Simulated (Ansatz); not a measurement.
The starting structures come from a database of crystals and need not be the phases stable at ambient conditions.

Evanescent states of ZnS (P3m1, not sure to be the ambient phase, 28 atoms a cell, 19.6 Å³ an atom) along the normal of (001)

Calculation: r2SCAN (plane waves, PAW; Ansatz, a first-principles code).

The gap is the functional's own. No spin-orbit coupling. Mid-gap values are interpolated on the energy grid.

Energies count from the valence-band top; κ is the least over a 12×12 mesh across the current.

| E (eV) | κ (1/Å) | where |
|---|---|---|
| 0.07 | 0.063 | Γ |
| 0.21 | 0.096 | Γ |
| 0.35 | 0.118 | Γ |
| 0.49 | 0.134 | Γ |
| 0.63 | 0.146 | Γ |
| 0.77 | 0.156 | Γ |
| 0.91 | 0.163 | Γ |
| 1.05 | 0.169 | Γ |
| 1.19 | 0.172 | Γ |
| 1.33 | 0.174 | Γ |
| 1.47 | 0.174 | Γ |
| 1.61 | 0.172 | Γ |
| 1.75 | 0.168 | Γ |
| 1.89 | 0.163 | Γ |
| 2.03 | 0.155 | Γ |
| 2.17 | 0.144 | Γ |
| 2.31 | 0.129 | Γ |
| 2.45 | 0.109 | Γ |
| 2.59 | 0.079 | Γ |

Problem. How thick must the barrier be to attenuate the transmission by 10^8 when the electrodes' Fermi level lies at 1.05 eV, and what attenuation does that film give at 1.19 eV?

Solution. d = 8 ln 10 / (2 × 0.169) = 54.5 Å. At 1.19 eV it gives 8 × 0.172/0.169 = 8.1 decades.
